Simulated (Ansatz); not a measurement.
Consider the following.

```
ZnS
1.0
    3.91450     0.00000     0.00000
    1.95725     3.39005     0.00000
    0.00000     0.00000     6.24226
Zn S
2 2
Cartesian
  1.95725   1.13002  -0.01309
  3.91450   2.26004   3.10804
  1.95725   1.13002   2.35394
  3.91450   2.26004   5.47507
```

No spin polarisation.

Computed with Ansatz (a first-principles code), PBE, PAW, cutoff 420 eV, no SOC. Settings: 10×10×5 k-points, 0.05 eV Fermi–Dirac smearing.

### Question
Estimate the valence-band top at Γ (three highest levels, from the VBM).

### Answer
0.00, -0.04, -0.04 eV.

### Question
Estimate the band gap.

### Answer
1.98 eV.

### Question
Estimate the gap character.

### Answer
Direct at Γ.

### Question
What is the computed hole mass?

### Answer
0.15 mₑ out of plane, 1.5 mₑ in plane (at Γ).

The cells carry an imposed strain or load. Masses are band curvatures over ±0.01 Å⁻¹ around the edge. Stability against distortions was not tested. The cell was made from ZnS in the wurtzite structure (space group P6_3mc, No. 186) by this change: biaxial strain +1.80 %, plane normal [001], relaxed out of plane.
